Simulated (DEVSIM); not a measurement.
System: illuminated Si n-on-p cell, one wavelength, with a back-surface field, at 250 K.

Layer 1 from the left is Si, thickness (μm) 0.100, Nd (cm⁻³) 9.5e18, τn (s) 2.9e-8, τp (s) 5e-8, absorption coefficient (cm⁻¹) 28000. Layer 2 from the left is Si, thickness (μm) 22.0, Na (cm⁻³) 1.5e17, τn (s) 2.4e-6, τp (s) 2.4e-6, absorption coefficient (cm⁻¹) 28000. Layer 3 from the left is Si, thickness (μm) 0.140, Na (cm⁻³) 1e18, τn (s) 2.4e-6, τp (s) 2.4e-6, absorption coefficient (cm⁻¹) 28000.

Left contact: ohmic, minority hole recombination velocity 4e6 cm/s. Right contact: ohmic, minority electron recombination velocity 8e6 cm/s. Voltage is applied to the left contact. Recombination: SRH at mid-gap, radiative, Auger. Light enters at the left, 1.7e17 photons cm⁻² s⁻¹, one pass, no reflection. Mobility is constant in doping.

The device is made up for the run: typed textbook-type constants, with dimensions and the other settings drawn at random. Values at 300 K; Nc and Nv go as T^1.5, mobilities as T to minus their exponent, the gap by Varshni's rule with the affinity fixed.

Si: gap (eV) 1.124, affinity (eV) 4.05, permittivity 11.7, Nc (cm⁻³) 2.86e19, Nv (cm⁻³) 3.1e19, μn (cm²/Vs) 1417, μp (cm²/Vs) 470, T exponent of μn 2.3, T exponent of μp 2.2, B (cm³/s) 4.7e-15, Cn (cm⁶/s) 2.8e-31, Cp (cm⁶/s) 9.9e-32, Varshni α (eV/K) 0.000473, Varshni β (K) 636.

Simulated with DEVSIM: 1D drift-diffusion, Boltzmann statistics, complete ionisation; no tunnelling, impact ionisation, image-force lowering or self-heating.

Problem. What does the simulation give for the share of generated pairs collected at short circuit, the fill factor, the potential step across the device at zero bias?

Solution. share of generated pairs collected at short circuit 0.900; fill factor 0.86; potential step across the device at zero bias 1.050 V.
